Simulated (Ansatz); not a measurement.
**Competing hops of Ir-vacancy pair in bcc Mo, neutral cell**

Defect: Ir-vacancy pair (Ir on one host Mo site, one Mo site vacant) in bcc Mo, neutral cell. Calculation: PBE, PAW (plane waves to 420 eV; Ansatz, a program for electronic structure).

Settings: 36 host sites, the relaxed PBE lattice, a 2×2×3 k-point mesh shifted by half a step, smearing 0.10 eV, spin-restricted, no image-charge correction. Static, classical nuclei. Spin-orbit coupling is left out. Forms of the defect that were not tried may lie lower.

Barriers: single points on a 3×3×5 k-point mesh shifted by half a step at the bands' geometries (they differ from the bands' own by up to 0.07 eV, and are uncertain by about as much).

```
Route                                                                                               Start site over the lowest site run (eV)  Hop (Å)  Forward barrier (eV)  Backward barrier (eV)                                                                       Neighbours at the start                    Neighbours at the saddle                        Saddle order  Forward, on the band's own sampling (eV)
--------------------------------------------------------------------------------------------------  ----------------------------------------  -------  --------------------  ---------------------  --------------------------------------------------------------------------------------------  ------------------------------------------  ----------------------------------  ----------------------------------------
direct exchange of Ir with the vacancy (Ir-vacancy distance between ideal sites 2.74 Å throughout)                                      0.00     2.68                  0.89                   0.89  2 Mo at 2.74, Mo at 2.75, 4 Mo at 2.77, 2 Mo at 3.10, Mo at 3.11, 2 Mo at 3.16, Mo at 3.21 Å  4 Mo at 2.67, 2 Mo at 2.69, 6 Mo at 3.36 Å  not checked, on a symmetry element                                      0.82
```

Paths come from CI-NEB runs.  A band can be held on a symmetry element, so unchecked saddle points there may be too high.
